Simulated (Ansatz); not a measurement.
The starting structures come from a database of crystals and need not be the phases stable at ambient conditions.

By PBEsol, the system below comes out a metal.

A figure of merit of an interconnect metal is its ballistic conductance per area.

Data:

```
CELL_PARAMETERS angstrom
      6.98616     0.00000     0.00000
     -3.49308     6.05019     0.00000
      3.49308     2.01673     2.85209
ATOMIC_POSITIONS crystal
  Ge 0.00000 0.00000 0.00000
  Ge 0.00000 0.50000 0.50000
  Mo 0.75000 0.00000 0.75000
  Mo 0.25000 0.00000 0.25000
  Mo 0.75000 0.25000 0.25000
  Mo 0.25000 0.75000 0.75000
  Mo 0.50000 0.50000 0.25000
  Mo 0.50000 0.50000 0.75000
```

Space group of this cell: Pm-3n, A15 (Cr3Si type). The cell is taken as given; by PBEsol its mean pressure is -4.9 GPa.

The current flows along the normal of the first two printed cell vectors, the (111) plane of the conventional cell. No spin-orbit coupling; the value is a mean over 0.1 eV about the Fermi level.

Question: Compute, with PBEsol (Ansatz, a first-principles code), the ballistic conductance per area.

Answer: 0.79 × 10¹⁵ S/m² for both spins.
